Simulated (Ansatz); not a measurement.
Abridged Ansatz (a first-principles code) output:

```
Pseudopotential: Bi, paw, valence charge 15
Pseudopotential: Te, paw, valence charge 16
Pseudopotential: Se, paw, valence charge 16
Crystal: 10 atoms, lattice volume = 326.557 Å³
Basis set: ecut = 420 eV, 6415 PW (Γ), exchange–correlation on 270×270×270 points (8 copies of the dense FFT grid, shifted against one another)
Bands: 88, of which v1, the nominal top of the filled ones, is band 78 counted from 1 (77 counted from 0)
Symmetry: 6 space group operations
k-points: 85 of 729 (time reversal used)
Functional: x = pbe(κ = 0.804, μ = 0.2195149727645171), c = pbe(β = 0.06672455060314922)
SCF iter   1: F=—  HF=-89961.915261 eV  |F-HF|=—  |Δ(HF+E_count)|=         —  Δρ=1.19e-3  dr2=1.02e-2  ethr=1.77e-3  ⟨swp⟩=6.2  Hψ=28258  notcnv=0
SCF iter   2: F=—  HF=-89961.907924 eV  |F-HF|=—  |Δ(HF+E_count)|=   7.34e-3  Δρ=6.05e-4  dr2=3.34e-3  ethr=6.57e-6  ⟨swp⟩=3.0  Hψ=16125  notcnv=0  defer=18
SCF 1 converged in 11 iterations: F = -89961.908378 eV  dr2 = 5.09e-10
SCF converged after 11 iterations
Free energy (F): -89961.908378 eV
Internal energy: -89961.908153 eV  (E = F + TS)
E sigma→0 (E₀):  -89961.908265 eV
Entropy (-TS):   -0.000225 eV (-0.022 meV/atom)
Fermi energy:    9.552506 eV
  E_disp       = -4.440233  (pairwise vdW)
--- Forces (eV/Å), atoms counted from 1 ---
  atom   1  Bi     0.00000000     0.00000000     0.00171358
  atom   2  Bi     0.00000000     0.00000000     0.00138597
  atom   3  Bi     0.00000000    -0.00000000     0.00026935
  atom   4  Bi     0.00000000    -0.00000000     0.00077587
  atom   5  Te     0.00000000     0.00000000    -0.00166538
  atom   6  Te     0.00000000    -0.00000000    -0.00178881
  atom   7  Te     0.00000000     0.00000000    -0.00151628
  atom   8  Se     0.00000000     0.00000000     0.00022318
  atom   9  Te     0.00000000    -0.00000000     0.00094480
  atom  10  Te     0.00000000    -0.00000000    -0.00034385
--- Stress (GPa, compression-positive) ---
       -0.001827       0.000000       0.000000
        0.000000      -0.001827       0.000000
        0.000000       0.000000       0.004803
  P = ⅓ Tr σ = 0.0004 GPa (0.004 kbar)
```

### Question
What was computed, and what are the main results?

### Answer
Bi4Te5Se, 10 atoms in the cell, with PBE-D3(BJ) (Ansatz, PAW, no SOC). The last SCF converged to F = -89961.908378 eV, or -8996.1908 eV per atom, at a pressure of 0.00 GPa. The total energy compares only with runs of the same code, potentials and settings.

These are small ordered cells, not random alloys; other orderings at the same x differ. With Bi and Te present, leaving out spin-orbit coupling can change the band edges. Stability against distortions was not tested. The cell was made from Bi2Se3 by this change: x(Te) = 0.833, 10 atoms, R3m.
